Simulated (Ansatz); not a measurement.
Consider BaMoO₃ in the cubic perovskite structure (space group Pm-3m, No. 221; a = 4.0093 Å; a cell from a computed database, its experimental status unchecked). Axes: x, y, z lie along the cube axes.

The values are results of PBEsol/PAW in Ansatz (an electronic-structure program), no spin-orbit coupling, not measurements.

Base values:

```
Item                             Value
-----------------------------  -------
Shortest interatomic distance  2.005 Å
```

Perturbation: strain tensor (xx, yy, zz, yz, xz, xy) = (−0.11, +0.17, +2.44, +0.76, +0.06, −0.35) %, atoms relaxed at fixed cell.

How does this affect the energy relative to the base?

The energy grows by 8.4 meV/atom.

Estimate the effect on the shortest interatomic distance.

The shortest interatomic distance shrinks by 0.0022 Å to 2.002 Å.

Without a gap, meshes like the base's 12×12×12 leave anisotropic stresses uncertain by several tenths of a GPa, and small strain energies with them. Stability against distortions was not tested. No Hubbard U is applied, and correlation can decide whether such a compound is a metal. All final runs are without spin polarisation. Many cubic perovskites are stable only at high temperature; tilts and polar distortions were not tested.
